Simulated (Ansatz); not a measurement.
# Response to strain in hypothetical R3m MgInGaO4

The parent structure is MgInGaO4 (space group R3m, No. 160; a hypothetical phase, not in the database extracts checked).

```
CELL_PARAMETERS angstrom
      1.67187     0.96525     8.43314
     -1.67187     0.96525     8.43314
      0.00000    -1.93051     8.43314
ATOMIC_POSITIONS crystal
  In 0.99797 0.99797 0.99797
  Ga 0.21237 0.21237 0.21237
  Mg 0.78448 0.78448 0.78448
  O  0.13509 0.13509 0.13509
  O  0.87603 0.87603 0.87603
  O  0.28857 0.28857 0.28857
  O  0.70549 0.70549 0.70549
```

Cartesian axes are those of the cell as printed.

Strains are applied to the cell and any free atomic positions relax; under biaxial strain the out-of-plane vector relaxes too.

The values are results of DFT with PBEsol, PAW potentials and a 420 eV plane-wave cutoff in Ansatz (an electronic-structure program), scalar-relativistic without spin-orbit coupling, not measurements.

Notes on the quantities. energy relative to the base: free energy F.

| case | volume per atom | gap character | energy relative to the base | band gap |
|---|---|---|---|---|
| base | 11.67 Å³ | indirect, Γ–S₀ (36 % along) → Γ | 0 meV/atom | 2.07 eV |
| biaxial strain +3.36 %, plane normal [001], relaxed out of plane | 12.09 Å³ | indirect, H₀–L (40 % along) → Γ | +20 meV/atom | 1.81 eV |
| isotropic strain +0.58 % | 11.87 Å³ | indirect, Γ–S₀ (36 % along) → Γ | +1.7 meV/atom | 1.97 eV |
| isotropic strain +1.55 % | 12.22 Å³ | indirect, Γ–S₀ (36 % along) → Γ | +12 meV/atom | 1.80 eV |

No phonon test of stability was made.
